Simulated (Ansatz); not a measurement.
Input:

End structure of a constructed model of the (100) surface of rock-salt TiC, a layer of Ta, one atom over each C (bottom of the slab: a bare face, its two planes held):

```xyz
13
Lattice="3.0639 0.0000 0.0000 0.0000 3.0639 0.0000 0.0000 0.0000 29.5000" Properties=species:S:1:pos:R:3 pbc="T T T"
C      0.0000     0.0000     8.0106
Ti     1.5320     1.5320     8.0106
C      1.5320     1.5320    10.1771
Ti     0.0000     0.0000    10.1771
C      0.0000     0.0000    12.3266
Ti     1.5320     1.5320    12.3462
C      1.5320     1.5320    14.5076
Ti     0.0000     0.0000    14.5014
C      0.0000     0.0000    16.6823
Ti     1.5320     1.5320    16.6469
C      1.5320     1.5320    18.9043
Ti     0.0000     0.0000    18.7347
Ta     1.5320     1.5320    20.9577
```

Set-up: 13 atoms, 13.5 Å thick at the start with caps and adatoms (thin: gaps and levels are the slab's own); mesh 12x12x1; 0.1 eV smearing; dipole correction on; 4 atoms held, the rest relaxed; held to the start's symmetry, so lower structures may exist; no spin, no spin-orbit, no U. In PBE it is, or lies within 0.01 eV a 1x1 cell of, the lowest of the 2 structures of its composition computed so far; subsurface sites and larger cells were not tried.

Problem. Give the work function of the top face at the level Ansatz (a program for electronic structure) with PBE.

Solution. 4.19 eV
